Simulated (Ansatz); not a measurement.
**PbS: energy against volume**

PbS (rock salt, Fm-3m, 25.707 Å³/atom and stress up to 0.01 GPa in the relaxed cell, cube axes along x, y and z) under an equal strain ε along all three axes. PBEsol in Ansatz, a plane-wave DFT program (PAW, default set), 420 eV, 10×10×10 Γ-centred mesh, Fermi-Dirac smearing 0.05 eV; ions are relaxed, or left where forces stay under 0.02 eV/Å, within the symmetry of each cell.

Here V stands for volume and E for E less E0.

```csv
volume (Å³/atom),E less E0 (meV/atom),pressure (GPa)
23.4624,?,?
24.1956,18.38,4.09
24.5678,10.21,2.96
24.9439,4.50,1.91
25.3237,1.12,0.93
25.7074,0.00,0.00
26.0949,1.04,-0.87
26.4863,4.14,-1.68
26.8817,9.20,-2.43
27.2809,16.13,-3.13
```

Taking the third-order Birch-Murnaghan form, a cubic in V^(-2/3) for E over the 9 complete rows: With u = V^(-2/3) - 0.1149, the rows have u = 0.0046388, 0.0034284, 0.0022360, 0.0010619, -0.0000949, -0.0012343, -0.0023568, -0.0034631, -0.0045529. Least squares gives E = 0.017 + 176.6·u + 815863·u² - 98824·u³. Residuals (row less fit): -0.002, 0.002, 0.010, -0.004, -0.008, -0.002, 0.006, 0.006, -0.004; standard error 0.008 (degrees of freedom: 5). Its minimum lies at u = -0.0001082, so V0 = (0.1147918)^(-3/2) = 25.71. There d²E/du² = 1632000 and d³E/du³ = -592900, so B0 = (4/9) × 25.71^(-7/3) × 1632000 × 0.160218 = 59.5 GPa (the last factor turns the table's units into GPa), and B0' = 4 + (2/3) × 0.1147918 × (-592900)/1632000 = 4.0. B0' rests on the cubic coefficient alone and has a standard error of 0.1 from these residuals.

### Question
What does the fit predict for E at V = 23.4624, and how far is the calculated value from it?

### Answer
u = 0.0071164, so E = 0.017 + 176.6 × 0.0071164 + 815863 × 0.0071164² - 98824 × 0.0071164³ = 42.556 meV/atom. The calculation gives 42.58 meV/atom, 0.024 meV/atom above the prediction (0.1 % of the range of E in the table). The row lies outside the fitted rows, so this is an extrapolation. From the scatter of the fitted rows alone, a prediction at this place has a standard error of 0.036 meV/atom, so the miss is 0.7 times that.

This level leaves no gap over 0.05 eV at strain -1.50 %. Spin-orbit coupling is left out, which can shift these values for the heavy elements here. Other structures, which can take over under pressure, weren't tried. The same form fitted to the pressure column gives B0' = 4.1; series where the two differ by over 0.4 aren't shown. Rows are the converged runs of the series near zero and its far end, less any whose ions stayed unrelaxed beside relaxed ones; series whose fitted rows scatter by over a few per cent of the range, as at a crossing or softening among them, aren't shown in this form.
